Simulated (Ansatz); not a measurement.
Ge (diamond structure), Σ9 (221) [1-10] symmetric tilt. One P atom replaces one Ge atom in a bicrystal of 44 atoms (one solute to 50 Å² of one boundary, a high coverage); atoms relaxed, cell held. Energies count from the site farthest from both boundaries, which lies only 5.1 Å away; negative means that the solute is drawn to the site. The cell is neutral, and spin is allowed where the electrons are odd. k-points: Γ-centred 2×5×1 mesh; occupations: Fermi-Dirac, 0.050 eV; spin-polarised, moments started parallel. Scalar-relativistic, no spin-orbit coupling.

Sites tried, by distance from the nearest boundary plane (Å): 0.29, 0.29, 1.29, 1.74.

### Question
Does P segregate by PBE (Ansatz, a program for electronic structure), and with what energy at each site?

### Answer
0.29 Å: 0.05 eV; 0.29 Å: 0.05 eV; 1.29 Å: 0.05 eV; 1.74 Å: 0.11 eV. No site tried binds it by more than 0.05 eV.
